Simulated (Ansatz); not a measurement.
# Computed paths: Ti-vacancy pair in fcc Rh, neutral cell

System: Ti-vacancy pair (Ti on one host Rh site, one Rh site vacant) in fcc Rh (neutral cell). These are PBE, PAW (plane waves to 420 eV; Ansatz, an electronic-structure program) values and carry that method's errors.

32-site cell at the relaxed PBE lattice, a 2×2×2 k-point mesh shifted by half a step, smearing 0.10 eV, spin-restricted, no finite-size correction. Static, classical nuclei. Forms of the defect that were not tried may lie lower.

Barriers: single points on a 4×4×4 k-point mesh shifted by half a step at the bands' geometries (they differ from the bands' own by up to 0.18 eV, and are uncertain by about as much).

```csv
Route,Start site over the lowest site run (eV),Hop (Å),Forward barrier (eV),Backward barrier (eV),Neighbours at the start,Neighbours at the saddle,Saddle order,"Forward, on the band's own sampling (eV)"
Ti and the vacancy change places (Ti-vacancy distance between ideal sites 2.71 Å throughout),0.00,2.52,1.04,1.04,"4 Rh at 2.66, 2 Rh at 2.71, 4 Rh at 2.75, Rh at 2.79 Å","4 Rh at 2.44, 4 Rh at 3.01 Å","not checked, on a symmetry element",0.86
a nearby Rh atom hops onto the vacant site (Ti-vacancy distance between ideal sites 2.71 Å throughout),0.00,2.69,1.73,1.73,"3 Rh at 2.69, 3 Rh at 2.71, 3 Rh at 2.72, Rh at 2.73; Ti at 2.66 Å","Rh at 2.51, Rh at 2.51, Rh at 2.62, 2 Rh at 2.86; Ti at 2.33 Å","not checked, on a symmetry element",1.68
```

Paths come from CI-NEB runs. Of the routes that converged and passed our checks, the lowest saddle point lies 1.04 eV above the lowest of the sites run (Ti and the vacancy change places (Ti-vacancy distance between ideal sites 2.71 Å throughout)); other sites, such as split forms, and other routes may lie lower. A band can be held on a symmetry element, so unchecked saddle points there may be too high.
